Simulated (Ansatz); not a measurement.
By PBEsol, the system below comes out a metal.

Without scattering a metal conducts by its projected Fermi surface.

Here is the system:

```yaml
crystal:
  lattice:
    - [2.69067, 0.00000, 0.00000]
    - [-0.89689, 2.53678, 0.00000]
    - [0.89689, 1.26839, 2.19692]
  atoms:
    - { symbol: W, position: [0.00000, 0.00000, 0.00000] }
```

The cell is strained (all lengths scaled by 0.98); by PBEsol it stands under a pressure of 16.0 GPa.

The current flows along the normal of the first two printed cell vectors, the (110) plane of the conventional cell. No spin-orbit coupling; the value is a mean over 0.1 eV about the Fermi level.

Problem. Compute, with PBEsol (Ansatz, a program for electronic structure), the ballistic conductance per area.

Solution. 1.0 × 10¹⁵ S/m² for both spins.
